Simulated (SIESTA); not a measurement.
A self-consistent single point of CoAl (P1, 2 atoms in the cell) with SIESTA.

Method of the run: GGA PBE, numerical atomic orbitals DZP, PseudoDojo PBE standard norm-conserving potentials (rewritten from UPF to PSML) (SIESTA).

The change in words: lattice scaled by 0.98. Reference geometry:
```
CELL_PARAMETERS angstrom
      2.86000     0.00000     0.00000
      0.00000     2.86000     0.00000
      0.00000     0.00000     2.86000
ATOMIC_POSITIONS crystal
  Al 0.49913 0.50152 0.49022
  Co 0.00087 0.99848 0.00978
```

Reference input (self-consistent single point, DFT, GGA PBE, numerical atomic orbitals DZP, PseudoDojo PBE standard norm-conserving potentials (rewritten from UPF to PSML)): XC.functional = GGA; XC.authors = PBE; potentials = PseudoDojo PBE standard; PAO.BasisSize = DZP; PAO.EnergyShift = 0.01 Ry; MeshCutoff = 300 Ry; kgrid.MonkhorstPack = 8 8 8; OccupationFunction = MP; OccupationMPOrder = 0; ElectronicTemperature = 0.136 eV; MaxSCFIterations = 150; SCF.Mixer.Method = Pulay. This run's input differs from it in these lines:

```diff
@@ -12,5 +12,5 @@
 %block LatticeVectors
-     2.860000000    0.000000000    0.000000000
-     0.000000000    2.860000000    0.000000000
-     0.000000000    0.000000000    2.860000000
+     2.802800000    0.000000000    0.000000000
+     0.000000000    2.802800000    0.000000000
+     0.000000000    0.000000000    2.802800000
 %endblock LatticeVectors
```

Output (repeated stretches shortened):

```
        iscf     Eharris(eV)        E_KS(eV)     FreeEng(eV)     dDmax    Ef(eV) dHmax(eV)
   scf:    1    -4175.580464    -4214.095069    -4214.096926  1.349554 -2.929475 24.117710
   scf:    2    -4206.871329    -4223.630531    -4223.641989  0.406016 -6.679066 12.182841
   scf:    3    -4228.113522    -4227.436881    -4227.445272  0.093202 -5.411415  0.262207
   scf:    4    -4227.458594    -4227.449713    -4227.458154  0.033912 -5.382151  0.337591
   scf:    5    -4227.452310    -4227.451760    -4227.460502  0.014370 -5.410722  0.022738
   scf:    6    -4227.451732    -4227.451758    -4227.460528  0.001114 -5.411183  0.011061
   scf:    7    -4227.451541    -4227.451670    -4227.460497  0.000531 -5.417343  0.036814
   scf:    8    -4227.451771    -4227.451733    -4227.460530  0.000299 -5.413622  0.000997
   scf:    9    -4227.451734    -4227.451733    -4227.460530  0.000010 -5.413652  0.000842
SCF Convergence by DM+H criterion
max |DM_out - DM_in|         :     0.0000095199
max |H_out - H_in|      (eV) :     0.0008422632
SCF cycle converged after 9 iterations

Using DM_out to compute the final energy and forces

siesta: E_KS(eV) =            -4227.4517

siesta: E_KS - E_eggbox =     -4227.4517

siesta: Atomic forces (eV/Ang):
     1    0.044079   -0.077485    0.492892
     2   -0.042321    0.074878   -0.487563
   Tot    0.001757   -0.002607    0.005329
   Max    0.492892
   Res    0.287520    sqrt( Sum f_i^2 / 3N )
   Max    0.492892    constrained

Stress tensor Voigt[x,y,z,yz,xz,xy] (kbar):      -93.98      -93.68      -92.68        1.03       -0.65       -0.07
(Free)E + p*V (eV/cell)    -4226.1763
Target enthalpy (eV/cell)    -4227.4605

siesta: Program's energy decomposition (eV):
siesta: FreeEng =     -4227.460530

   [... lines left out ...]
siesta:    -0.058658   -0.000045   -0.000406
siesta:    -0.000045   -0.058473    0.000644
siesta:    -0.000406    0.000644   -0.057844

siesta: Cell volume =         22.017922 Ang**3

siesta: Pressure (static):
siesta:                Solid            Molecule  Units
siesta:           0.00063524          0.00053415  Ry/Bohr**3
siesta:           0.05832495          0.04904371  eV/Ang**3
siesta:          93.44686849         78.57669040  kBar
```

The run converged in 9 iterations. Against the reference run the free energy goes up by 12.6 meV/atom, the pressure goes from -2.65 to 9.34 GPa and the largest force goes from 0.421 to 0.501 eV/Å.

The starting cell has typed, rounded lattice constants, without a prior relaxation at this level. Its atoms were displaced at random from the sites of space group no. 221. For this run, on top of that: lattice scaled by 0.98. Spin polarisation is off. Values carry the incompleteness of an atom-centred basis. With a pressure of about 9 GPa the cell is away from its equilibrium volume at this level.
